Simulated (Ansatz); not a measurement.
# SiC, pressure series

Consider SiC (space group P6_3mc, No. 186; a = 3.094 Å, c = 10.129 Å).

Cell and atoms are relaxed at each pressure.

Level of theory: DFT with PBE, PAW potentials and a 420 eV plane-wave cutoff in Ansatz (a program for electronic structure), without spin-orbit coupling.

| P (GPa) | V (Å³/atom) |
|---|---|
| -2.00 | 10.599 |
| -1.00 | 10.548 |
| 0.89 | 10.454 |
| 2.09 | 10.397 |
| 4.50 | 10.287 |
| 9.00 | 10.095 |
| 15.00 | 9.864 |
| 22.50 | 9.606 |
| 30.00 | 9.376 |

Fit a third-order Birch–Murnaghan equation of state.

Least squares on P(V) = (3B₀/2)[(V₀/V)^(7/3) − (V₀/V)^(5/3)]·[1 + (3/4)(B₀′ − 4)((V₀/V)^(2/3) − 1)] gives V₀ = 10.50 Å³/atom, B₀ = 213 GPa and B₀′ = 3.9.

Load acts through the strain it causes; cell and atoms are relaxed under it. Whether these cells are dynamically stable was not tested. Competing high-pressure phases were not computed.
